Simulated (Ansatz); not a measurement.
**Si, response to strain**

The parent structure is Si in the diamond structure (space group Fd-3m, No. 227).

```
Si
1.0
    0.00000     2.72216     2.72216
    2.72216     0.00000     2.72216
    2.72216     2.72216     0.00000
Si
2
Direct
  0.00000   0.00000   0.00000
  0.25000   0.25000   0.25000
```

Cartesian axes are those of the cell as printed.

Strains are applied to the cell and any free atomic positions relax; under biaxial strain the out-of-plane vector relaxes too.

Calculations: plane-wave PAW DFT at the r2SCAN level (Ansatz, a first-principles code, 500 eV), no spin-orbit coupling.

Candidates:
(a) biaxial strain +0.42 %, plane normal [111], relaxed out of plane
(b) biaxial strain +2.08 %, plane normal [111], relaxed out of plane
(c) biaxial strain +1.25 %, plane normal [111], relaxed out of plane
(d) biaxial strain +0.83 %, plane normal [111], relaxed out of plane
(e) biaxial strain +1.67 %, plane normal [111], relaxed out of plane

Before the change:

| Item | Result |
|---|---|
| Smallest direct gap | 2.74 eV |

Order them by smallest direct gap, lowest first.

(b) biaxial strain +2.08 %, plane normal [111], relaxed out of plane (2.46 eV), (e) biaxial strain +1.67 %, plane normal [111], relaxed out of plane (2.51 eV), (c) biaxial strain +1.25 %, plane normal [111], relaxed out of plane (2.57 eV), (d) biaxial strain +0.83 %, plane normal [111], relaxed out of plane (2.62 eV), (a) biaxial strain +0.42 %, plane normal [111], relaxed out of plane (2.68 eV)

Stability against distortions was not tested.
